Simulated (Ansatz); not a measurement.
Base system: V₃Si in the A15 (Cr3Si type) structure (space group Pm-3n, No. 223).

```
V3Si
1.0
    4.64987     0.00000     0.00000
    0.00000     4.64987     0.00000
    0.00000     0.00000     4.64987
V Si
6 2
Cartesian
  1.16247   0.00000   2.32493
  3.48740   0.00000   2.32493
  0.00000   2.32493   1.16247
  0.00000   2.32493   3.48740
  2.32493   1.16247   0.00000
  2.32493   3.48740   0.00000
  0.00000   0.00000   0.00000
  2.32493   2.32493   2.32493
```

Computed with Ansatz (a program for electronic structure) PBEsol, scalar-relativistic without spin-orbit coupling, earlier PAW set.

One change was made to it. Results:

The band gap is still zero; the lattice parameter a drops by 0.175 Å (4.650 Å → 4.475 Å).

Problem. Name the change that was made.
A) pressure −2 GPa
B) pressure 30 GPa
C) pressure 4.2 GPa

Solution. B, pressure 30 GPa. For comparison, the lattice parameter a in the other runs: pressure −2 GPa gives 4.665 Å; pressure 4.2 GPa gives 4.620 Å.

Load acts through the strain it causes; cell and atoms are relaxed under it. No phonon test of stability was made. No other phases were tried under pressure. Starting moments died away, wholly or in part, for the base; another magnetic solution may exist. The final runs are not spin-polarised.
